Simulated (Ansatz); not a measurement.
Ti on the 1x1 (110) surface of rutile TiO2 (cut with top plane O), one in a 2x1 cell, energies for each (38.9 Å²). Energies are against an atom of hcp Ti, without zero-point or thermal terms; each row is named by its start. No converged result for: 1 more start.

Host crystal: rutile TiO2, with a band gap (PBE, scalar-relativistic without spin-orbit coupling).

Computed with PBE (plane waves to 420 eV, PAW; Ansatz, a program for electronic structure).

Model: 49-atom slab, 12.7 Å thick at the start under the adsorbate, 4x3x1 mesh, Fermi-Dirac 0.01 eV, dipole correction, 24 atoms held, the rest relaxed; each run with such symmetry as its start has; spin-polarised, no spin-orbit, no U, no dispersion correction.

A negative adsorption energy means that the adsorbate is more stable on the surface than in its reference. Starts that drift may end in the same place. Heights count from the host atoms within 0.3 Å of the top one. Moments of ungapped slabs depend on the mesh.

```
starting site          E_ads (eV)  height (Å)  nearest host atom (Å)   bonded to  change of the vacuum step (eV)  lateral drift (Å)  moment (μB)
---------------------  ----------  ----------  ---------------------  ----------  ------------------------------  -----------------  -----------
top O                        3.18        1.88                 O 1.83    O + 2 Ti                           -2.45                0.0          3.8
over O at depth 1.2 Å        0.39        0.45                 O 1.82  3 O + 5 Ti                           -2.43                1.1          1.9
```
